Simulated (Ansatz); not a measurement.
## NaCl: band gap against pressure

NaCl (rock salt, Fm-3m, 23.095 Å³/atom and stress up to 0.01 GPa in the relaxed cell, cube axes along x, y and z) under hydrostatic pressure, with the cell free. PBE in Ansatz, a plane-wave DFT program (PAW, default set), 420 eV, 10×10×10 Γ-centred mesh, Fermi-Dirac smearing 0.05 eV; ions are relaxed, or left where forces stay under 0.02 eV/Å, within the symmetry of each cell. Gaps are the smallest over the k-mesh and a band path, without spin-orbit coupling; in all rows the valence edge lies at Γ and the conduction edge at Γ.

Here P stands for pressure and Eg for gap.

```csv
pressure (GPa),gap (eV)
-1.0,4.827
0.0,4.996
0.3,5.042
0.7,5.101
1.5,?
```

### Question
Fit Eg against P with a straight line, and predict the withheld value at P = 1.5.

### Answer
Means: P 0, Eg 4.9915. About the means, the sum of products is 0.25630 and the sum of squares of P is 1.5800; the slope is their ratio. Least squares gives Eg = 4.9915 + 0.16222·P. Residuals (row less fit): -0.0023, 0.0045, 0.0018, -0.0041; standard error 0.0048 (degrees of freedom: 2). Over these rows the gap moves by 162 ± 4 meV per GPa. At the withheld row, Eg = 4.9915 + 0.16222 × 1.5 = 5.2348 eV. The calculation gives 5.212 eV, 0.0228 eV below the prediction (5.9 % of the range of Eg in the table). The row lies outside the fitted rows, so this is an extrapolation. From the scatter of the fitted rows alone, a prediction at this place has a standard error of 0.0078 eV, so the miss is 2.9 times that.

A polynomial of degree 2 through the 5 other runs of the series gives 5.199 there. Other structures, which can take over under pressure, weren't tried. Rows are the converged runs of the series near zero and its far end, less any whose ions stayed unrelaxed beside relaxed ones; series whose fitted rows scatter by over a few per cent of the range, as at a crossing or softening among them, aren't shown in this form. Most that stay on the fit to the last digits aren't either.
